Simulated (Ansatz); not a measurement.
# Mg (model structure, from the diamond type, Fd-3m, No. 227): properties by level of theory

```csv
level (code),lattice constant a (Å),bulk modulus B0 (GPa),cohesive energy (eV/atom)
LDA (Ansatz),___,___,0.96
PBE (Ansatz),6.860,___,0.73
PBEsol (Ansatz),6.774,12.2,0.89
r²SCAN (Ansatz),6.856,11.8,0.83
```

Q: Some entries are withheld; supply them.

A: 
- LDA (Ansatz, a first-principles code), lattice constant a (Å): 6.693
- LDA (Ansatz), bulk modulus B0 (GPa): 12.8
- PBE (Ansatz), bulk modulus B0 (GPa): 11.0

Caveats: the bulk modulus is −V dP/dV from two relaxed cells at ±2 % in volume (LDA, PBE, PBEsol, r²SCAN). Ansatz's density-functional and Hartree–Fock values are scalar-relativistic unless marked +SOC, with PAW data made under PBE.

Computed values are for the static lattice.

A model structure was made by putting elements into a prototype or built by hand; it is no filed structure, need not be a known phase, and can be a saddle point held by its symmetry.
